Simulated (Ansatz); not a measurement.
## A computed series for BN: response to strain

Take BN in the wurtzite structure (space group P6_3mc, No. 186; a = 2.541 Å, c = 4.203 Å) as the base. Axes: x lies along a and z along c of the hexagonal cell.

Strains are applied to the cell and any free atomic positions relax.

The values are results of DFT with PBEsol, PAW potentials and a 420 eV plane-wave cutoff in Ansatz (a quantum-chemistry and plane-wave program), no spin-orbit coupling, not measurements.

Notes on the quantities. pressure: mean of the normal stresses, compression positive; energy relative to the base: free energy F.

```csv
variant,smallest direct gap,band gap,pressure,volume per atom,energy relative to the base
base,8.21 eV,4.96 eV,0.00 GPa,5.88 Å³,0 meV/atom
uniaxial strain ε_zz = +0.60 %,8.19 eV,4.95 eV,-2.29 GPa,5.91 Å³,+0.7 meV/atom
uniaxial strain ε_zz = +1.20 %,8.11 eV,4.94 eV,-4.48 GPa,5.95 Å³,+2.7 meV/atom
uniaxial strain ε_zz = +1.80 %,?,4.94 eV,?,5.98 Å³,?
uniaxial strain ε_zz = +2.40 %,7.65 eV,4.94 eV,-8.53 GPa,6.02 Å³,+10 meV/atom
uniaxial strain ε_zz = +3.00 %,7.42 eV,4.95 eV,-10.39 GPa,6.05 Å³,+16 meV/atom
```

Question: Fill in the withheld entries from the trend.

Answer: 
- uniaxial strain ε_zz = +1.80 %, smallest direct gap: 7.88 eV
- uniaxial strain ε_zz = +1.80 %, pressure: -6.55 GPa
- uniaxial strain ε_zz = +1.80 %, energy relative to the base: +6.0 meV/atom

Stability against distortions was not tested.
